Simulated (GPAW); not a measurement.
GPAW run on Au (Fm-3m, 1 atom in the cell): self-consistent single point.

Method of the run: PBEsol, GPAW PAW datasets PBEsol (made by gpaw-setup) (plane waves; GPAW).

The change in words: lattice scaled by 0.98; kpts: 12 12 12 → 13 13 13; occupations.width: 0.1 eV → 0.05 eV. Reference geometry:
```xyz
1
Lattice="0.0000 2.0339 2.0339 2.0339 0.0000 2.0339 2.0339 2.0339 0.0000" Properties=species:S:1:pos:R:3 pbc="T T T"
Au     0.0000     0.0000     0.0000
```

Reference input (self-consistent single point, DFT PBEsol, plane waves, GPAW PAW datasets PBEsol (made by gpaw-setup)): mode = pw; ecut = 600 eV; xc = PBEsol; kpts = 12 12 12; mesh shift (steps) = 0 0 0; occupations.name = fermi-dirac; occupations.width = 0.1 eV; nbands = -7; convergence.forces = 0.001 eV/Å; symmetry.symmorphic = false; symmetry.tolerance = 0.0005; maxiter = 150. This run's input differs from it in these lines:

```diff
@@ -5,5 +5,5 @@
 atoms = Atoms(['Au'],
-              cell=[[0.000000, 2.033880, 2.033880],
-                    [2.033880, 0.000000, 2.033880],
-                    [2.033880, 2.033880, 0.000000]],
+              cell=[[0.000000, 1.993202, 1.993202],
+                    [1.993202, 0.000000, 1.993202],
+                    [1.993202, 1.993202, 0.000000]],
               scaled_positions=[[0.000000, 0.000000, 0.000000]],
@@ -13,4 +13,4 @@
             xc='PBEsol',
-            kpts={'size': (12, 12, 12), 'gamma': True},
-            occupations={'name': 'fermi-dirac', 'width': 0.1},
+            kpts=(13, 13, 13),
+            occupations={'name': 'fermi-dirac', 'width': 0.05},
             nbands=-7,
```

Output (repeated stretches shortened):

```
     iter     time        total  log10-change:
                         energy   eigst   dens  force
iter:   1 --:--:--    -4.087948
iter:   2 --:--:--    -4.028002   -2.14  -1.31
iter:   3 --:--:--    -3.782088   -1.87  -1.34
iter:   4 --:--:--    -3.766282   -3.63  -2.02
iter:   5 --:--:--    -3.759545   -3.06  -2.09
iter:   6 --:--:--    -3.759242   -4.50  -2.80
iter:   7 --:--:--    -3.759177c  -6.01  -3.04
iter:   8 --:--:--    -3.759154c  -5.64  -3.05
iter:   9 --:--:--    -3.759155c  -6.89  -4.25c
iter:  10 --:--:--    -3.759154c  -7.33  -3.95
iter:  11 --:--:--    -3.759154c  -7.48c -4.07c
iter:  12 --:--:--    -3.759154c  -8.77c -5.06c -23.14c
Converged after 12 iterations.

Dipole moment: (0.000000, 0.000000, 0.000000) |e|*Ang

Energy contributions relative to reference atoms: (reference = -516455.655722)

Kinetic:         -1.626304
Potential:       +1.245921
External:        +0.000000
XC:              -3.542611
Entropy (-ST):   -0.001950
Local:           +0.164815
SIC:             +0.000000
--------------------------
Free energy:     -3.760129
Extrapolated:    -3.759154

Showing only first 2 kpts
 Kpt  Band  Eigenvalues  Occupancy
  0     3      5.98120    2.00000
  0     4      7.71333    2.00000
  0     5      7.71333    2.00000
  0     6     26.96076    0.00000

  1     3      6.12157    2.00000
  1     4      7.53917    2.00000
  1     5      7.78326    2.00000
  1     6     27.30209    0.00000

Fermi level: 11.15607

No gap
No difference between direct/indirect transitions
Energy (eV): -3.759154

Forces in eV/Ang:
  0 Au    0.00000    0.00000    0.00000

Stress tensor:
    -0.120212     0.000000     0.000000
     0.000000    -0.120212    -0.000000
     0.000000    -0.000000    -0.120212
Stress (GPa, Voigt): [-19.2601 -19.2601 -19.2601  -0.       0.       0.    ]
```

The run converged in 12 iterations. GPAW prints stress with tension positive. Against the reference run the free energy goes up by 64.6 meV/atom and the pressure goes from 5.07 to 19.26 GPa.

The starting cell has typed, rounded lattice constants, without a prior relaxation at this level. Its lattice was rescaled by up to half a per cent. For this run, on top of that: lattice scaled by 0.98. With a pressure of about 19 GPa the cell is away from its equilibrium volume at this level.
